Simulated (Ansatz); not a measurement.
ZrS2 in the fluorite structure (space group Fm-3m, No. 225; a hypothetical phase, not in the database extracts checked)

```
ZrS2
1.0
    0.00000     3.12811     3.12811
    3.12811     0.00000     3.12811
    3.12811     3.12811     0.00000
Zr S
1 2
Direct
  0.00000   0.00000   0.00000
  0.25000   0.25000   0.25000
  0.75000   0.75000   0.75000
```

Calculations: plane-wave PAW DFT at the r2SCAN level (Ansatz, a first-principles code, 500 eV), no SOC. k-mesh 13×13×13 (Γ-centred); smearing 0.05 eV (Fermi–Dirac).

| Item | Result |
|---|---|
| Volume per atom | 20.41 Å³ |
| Density | 4.21 g/cm³ |
| Band gap | 0.13 eV, indirect, X → Γ |
| Electron mass (degenerate bands, along [100]) | 0.13, 1.7 mₑ |
| Hole mass | 0.11 mₑ along k, 1.3 mₑ across |
| Lowest conduction-band minima above the VBM | Γ 0.13 eV; X along ⟨100⟩ 0.22 eV; a point along ⟨110⟩, about 0.5 Å⁻¹ from Γ 0.50 eV; L along ⟨111⟩ 0.61 eV |
| Total energy | -2003.723 eV/atom (σ→0; compares only within this code and set-up) |

Effective masses come from finite differences of ±0.01 Å⁻¹. Along k means along the line from Γ to the band edge. No phonon test of stability was made. A zero or small gap of ZrS2 can be the functional's error rather than a property of the material.
